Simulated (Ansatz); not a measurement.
CaTiO3 (model structure, R3c, No. 161, 10 atoms in the cell) was calculated with LDA (Ansatz, a first-principles code, PAW).

Run with plane-wave cutoff 520 eV, 8×8×8 k mesh, Fermi–Dirac smearing 0.01 eV, no spin polarisation, scalar-relativistic PAW data made under PBE.

Cell (relaxed at this level):

```cif
data_Ca6O18Ti6
_chemical_formula_sum 'Ca6 Ti6 O18'
_space_group_name_H-M_alt 'R3c :H'
_space_group_IT_number 161
_space_group_name_Hall 'R 3 -2"c'
_cell_length_a 5.34808
_cell_length_b 5.34808
_cell_length_c 13.14294
_cell_angle_alpha 90.000
_cell_angle_beta 90.000
_cell_angle_gamma 120.000
loop_
_atom_site_label
_atom_site_type_symbol
_atom_site_symmetry_multiplicity
_atom_site_Wyckoff_symbol
_atom_site_fract_x
_atom_site_fract_y
_atom_site_fract_z
_atom_site_occupancy
Ca1 Ca 6 a 0.00000 0.00000 0.22467 1
Ti1 Ti 6 a 0.00000 0.00000 0.48444 1
O1 O 18 b 0.23733 0.32845 0.08020 1
```
(The calculation used a cell of 10 atoms; values per cell refer to that cell.)

Give the computed band gap and direct gap at Γ.


band gap: 2.82 eV (on the SCF k mesh)
direct gap at Γ: 2.96 eV

Note: the relaxation could raise the start's symmetry but not lower it, so the cell can be a saddle point.

Static lattice: no zero-point or thermal effects.

Cost on a shared machine: around 10 core-minutes (rough).

A model structure was made by putting elements into a prototype or built by hand; it is no filed structure, need not be a known phase, and can be a saddle point held by its symmetry.
